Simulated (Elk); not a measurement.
# Elk run on TiAl₃ (Pmm2, 4 atoms in the cell): self-consistent single point

Computed with LDA (PW92), all-electron FP-LAPW, Elk's shipped species files, LAPW+lo basis in Elk.

The input file:

```
tasks
  0

xctype
  3

rgkmax
  8.0

gmaxvr
  16.0

nxoapwlo
  1

stype
  3

swidth
  0.00367493

avec
    5.3662174816    0.0000000000    0.0000000000
    0.0000000000    8.8462993182    0.0000000000
    0.0000000000    0.0000000000    9.2610564080

atoms
  2   : nspecies
  'Ti.in'   : spfname
  1   : natoms; atposl, bfcmt below
  0.0000000000  0.5000000000  0.1659200000    0.0 0.0 0.0
  'Al.in'   : spfname
  3   : natoms; atposl, bfcmt below
  0.5000000000  0.5000000000  0.6672700000    0.0 0.0 0.0
  0.5000000000  0.0000000000  0.3309100000    0.0 0.0 0.0
  0.0000000000  0.0000000000  0.8359000000    0.0 0.0 0.0

ngridk
  12 7 7
```

Log, with long lists cut:

```
│ Elk code version 10.2.4 │

All units are atomic (Hartree, Bohr, etc.)

│ Ground-state run starting from atomic densities │

Lattice vectors :
   5.366217482       0.000000000       0.000000000
   0.000000000       8.846299318       0.000000000
   0.000000000       0.000000000       9.261056408

Unit cell volume      :    439.6331465
Brillouin zone volume :   0.5642209087

Muffin-tin inner radius fraction :   0.1000000000E-01

Nuclei treated as point charges

Species :    1 (Ti)
 parameters loaded from : Ti.in
 name : titanium
 nuclear charge    :   -22.00000000
 electronic charge :    22.00000000
 atomic mass :    87256.20310
 muffin-tin radius :    2.400000000
 number of radial points in muffin-tin :    497
 atomic positions (lattice), magnetic fields (Cartesian) :
   1 :   0.00000000  0.00000000  0.00000000    0.00000000  0.00000000  0.00000000

Species :    2 (Al)
 parameters loaded from : Al.in
 name : aluminium
 nuclear charge    :   -13.00000000
 electronic charge :    13.00000000
 atomic mass :    49184.33492
 muffin-tin radius :    2.200000000
 number of radial points in muffin-tin :    397
 atomic positions (lattice), magnetic fields (Cartesian) :
   1 :   0.50000000  0.00000000  0.50135000    0.00000000  0.00000000  0.00000000
   2 :   0.50000000  0.50000000  0.16499000    0.00000000  0.00000000  0.00000000
   3 :   0.00000000  0.50000000  0.66998000    0.00000000  0.00000000  0.00000000

Total number of atoms per unit cell :    4

Spin treatment :
 spin-unpolarised

Number of Bravais lattice symmetries :    8
Number of crystal symmetries         :    4
Crystal has no inversion symmetry
Complex Hermitian eigensolver will be used

k-point grid :     12     7     7
k-point offset :    0.000000000       0.000000000       0.000000000
k-point set is reduced with full crystal symmetry group
Total number of k-points :      196

Muffin-tin radius times maximum |G+k| :    8.000000000
 using average radius
Maximum |G+k| for APW functions       :    3.555555556
Maximum (1/2)|G+k|²                   :    6.320987654
Maximum |G| for potential and density :    16.00000000
 potential will be trimmed for |G| > 2 gkmax
Constant for pseudocharge density :   10
Radial integration step length :    4

G-vector grid sizes :     28    48    48
Number of G-vectors :    30421

Maximum angular momentum used for
 APW functions                      :    8
 outer part of muffin-tin           :    6
 inner part of muffin-tin           :    1

Total nuclear charge    :   -61.00000000
Total core charge       :    22.00000000
Total valence charge    :    39.00000000
Total excess charge     :    0.000000000
Total electronic charge :    61.00000000

Effective Wigner radius, rₛ :    1.198277289

Number of empty states         :   16
Total number of valence states :   36
Total number of core states    :   22

Total number of local-orbitals :   34

Exchange-correlation functional :      3     0     0
 Perdew-Wang/Ceperley-Alder, Phys. Rev. B 45, 13244 (1992)
 gradient requirement :    0
 local density approximation (LDA)

Smearing type :    3
 Fermi-Dirac
Smearing width :   0.3674930000E-02
Effective electronic temperature (K) :    1160.451112

Mixing type :    3
 Broyden mixing, J. Phys. A: Math. Gen. 17, L317 (1984)

Kohn-Sham potential initialised from atomic data

│ Self-consistent loop started │
│ Loop number : 1 │
 total energy                :     -1581.24972198
│ Loop number : 2 │
 total energy                :     -1581.06831087
RMS change in Kohn-Sham potential (target) :   0.8256000626E-01 (  0.1000000000E-05)
Absolute change in total energy (target)   :   0.1814111124     (  0.1000000000E-03)
│ Loop number : 3 │
 total energy                :     -1580.73563947
RMS change in Kohn-Sham potential (target) :   0.6925519597E-01 (  0.1000000000E-05)
Absolute change in total energy (target)   :   0.3780241734     (  0.1000000000E-03)
│ Loop number : 4 │
 total energy                :     -1580.44525000
RMS change in Kohn-Sham potential (target) :   0.6029825050E-01 (  0.1000000000E-05)
Absolute change in total energy (target)   :   0.3848955163     (  0.1000000000E-03)
│ Loop number : 5 │
 total energy                :     -1580.01643292
RMS change in Kohn-Sham potential (target) :   0.5065684362E-01 (  0.1000000000E-05)
Absolute change in total energy (target)   :   0.5250409582     (  0.1000000000E-03)
│ Loop number : 6 │
 total energy                :     -1578.64605080
RMS change in Kohn-Sham potential (target) :   0.1886094346E-01 (  0.1000000000E-05)
Absolute change in total energy (target)   :    1.501642360     (  0.1000000000E-03)
│ Loop number : 7 │
 total energy                :     -1577.78825940
RMS change in Kohn-Sham potential (target) :   0.2011540669E-02 (  0.1000000000E-05)
Absolute change in total energy (target)   :    1.233201988     (  0.1000000000E-03)
│ Loop number : 8 │
 total energy                :     -1577.81063232
RMS change in Kohn-Sham potential (target) :   0.4373313373E-03 (  0.1000000000E-05)
Absolute change in total energy (target)   :   0.2859275826     (  0.1000000000E-03)
│ Loop number : 9 │
 total energy                :     -1577.79652626
RMS change in Kohn-Sham potential (target) :   0.1747682274E-03 (  0.1000000000E-05)
Absolute change in total energy (target)   :   0.8558795380E-01 (  0.1000000000E-03)
│ Loop number : 10 │
 total energy                :     -1577.79478946
RMS change in Kohn-Sham potential (target) :   0.9956934378E-04 (  0.1000000000E-05)
Absolute change in total energy (target)   :   0.2313378691E-01 (  0.1000000000E-03)
│ Loop number : 11 │
 total energy                :     -1577.79563515
RMS change in Kohn-Sham potential (target) :   0.4308160446E-04 (  0.1000000000E-05)
Absolute change in total energy (target)   :   0.4937760027E-02 (  0.1000000000E-03)
│ Loop number : 12 │
 total energy                :     -1577.79661373
RMS change in Kohn-Sham potential (target) :   0.7037196307E-05 (  0.1000000000E-05)
Absolute change in total energy (target)   :   0.2558533629E-03 (  0.1000000000E-03)
│ Loop number : 13 │
 total energy                :     -1577.79648283
RMS change in Kohn-Sham potential (target) :   0.4546092176E-05 (  0.1000000000E-05)
Absolute change in total energy (target)   :   0.1948626250E-03 (  0.1000000000E-03)
│ Loop number : 14 │
 total energy                :     -1577.79628965
RMS change in Kohn-Sham potential (target) :   0.1459612878E-05 (  0.1000000000E-05)
Absolute change in total energy (target)   :   0.2418980239E-03 (  0.1000000000E-03)
│ Loop number : 15 │
 total energy                :     -1577.79630658
RMS change in Kohn-Sham potential (target) :   0.3360595373E-06 (  0.1000000000E-05)
Absolute change in total energy (target)   :   0.4354577118E-04 (  0.1000000000E-03)
Convergence targets achieved

│ Loop number : 16 │

Energies :
 Fermi                       :     0.274998760040
 sum of eigenvalues          :     -883.487385865
 electron kinetic            :      1585.80650503
 core electron kinetic       :      1329.35033418
 Coulomb                     :     -3070.14117012
 Coulomb potential           :     -2345.76488489
 nuclear-nuclear             :     -238.283649508
 electron-nuclear            :     -3317.95015633
 Hartree                     :      486.092635721
 Madelung                    :     -1897.25872767
 xc potential                :     -123.529006008
 exchange                    :     -88.6861877319
 correlation                 :     -4.77207237998
 electron entropic           :    -0.338249341668E-02
 total energy                :     -1577.79630769

Density of states at Fermi energy :    76.42901964
 (states/Hartree/unit cell)

Estimated indirect band gap :   0.7600559104E-03
 from k-point    135 to k-point    124
Estimated direct band gap   :   0.4580227398E-02
 at k-point     21

Charges :
 core                        :    22.00000000
 valence                     :    39.00000000
 interstitial                :    6.811782665
 muffin-tins (core leakage)
  species :    1 (Ti)
   atom    1                 :    20.40955589     (  0.6045510759E-09)
  species :    2 (Al)
   atom    1                 :    11.26190899     (  0.5009683439E-03)
   atom    2                 :    11.26965795     (  0.5019588312E-03)
   atom    3                 :    11.24709451     (  0.4994967626E-03)
 total in muffin-tins        :    54.18821733
 total calculated charge     :    60.97589124
 total charge                :    61.00000000
 error                       :   0.2410876030E-01

│ Self-consistent loop stopped │
```

The run converged in 16 iterations. The count includes the last loop, which Elk runs after its targets are met.

The starting cell comes from a database of computed structures (which also holds hypothetical and non-ambient phases and stackings), without a prior relaxation at this level. Spin polarisation is off. Values depend on the basis (sphere radii, cutoffs, local orbitals), which need not be converged. The log's line on a gap gives a spacing of levels on this mesh, which the program prints for metals too.

Cost on one core of a shared machine: roughly 6 min.
